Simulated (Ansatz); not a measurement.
Si under load (space group P6_3/mmc), r2SCAN with spin-orbit coupling, rigid bands (Ansatz, a program for electronic structure). Condition of this run: biaxial stress in the c plane of 1.8 GPa (compression positive) (the target of the relaxation). Band gap 0.58 eV, N_c = 2.79e19 cm⁻³ and N_v = 7.88e18 cm⁻³ at 300 K, conductivity masses along y (a = (3.80, 0.00, 0.00) Å; b = (-1.90, 3.29, 0.00) Å; c = (0.00, 0.00, 6.34) Å) of 0.199 mₑ (electrons) and 0.374 mₑ (holes). Take k_BT = 0.02585 eV.

Q: What built-in voltage has an abrupt junction with N_A = 1e16 and N_D = 1e18 cm⁻³, all dopants ionised?

A: V_bi = E_g/e − (k_BT/e) ln(N_c N_v/(N_A N_D)) = 0.58 − 0.02585 × 10.00 = 0.32 V, for the computed gap.

Q: Find the intrinsic carrier density and the intrinsic Fermi level.

A: n_i = √(N_c N_v) exp(−E_g/2k_BT) = 1.48e19 × exp(−11.22) = 2.0e14 cm⁻³. The level lies (k_BT/2) ln(N_v/N_c) = -16 meV from mid-gap (positive towards the conduction band). Each 0.1 eV added to the gap lowers n_i by a factor of 6.9.

Q: What thermal injection velocity √(2k_BT/πm) limits a ballistic channel along the direction named?

A: 1.21e7 cm/s for electrons and 8.80e6 cm/s for holes, a ratio of √(m_h/m_e) = 1.37, for dilute carriers.

Rigid bands with the computed gap; masses take one relaxation time for all states. Geometry: cell and atoms relaxed with PBEsol.
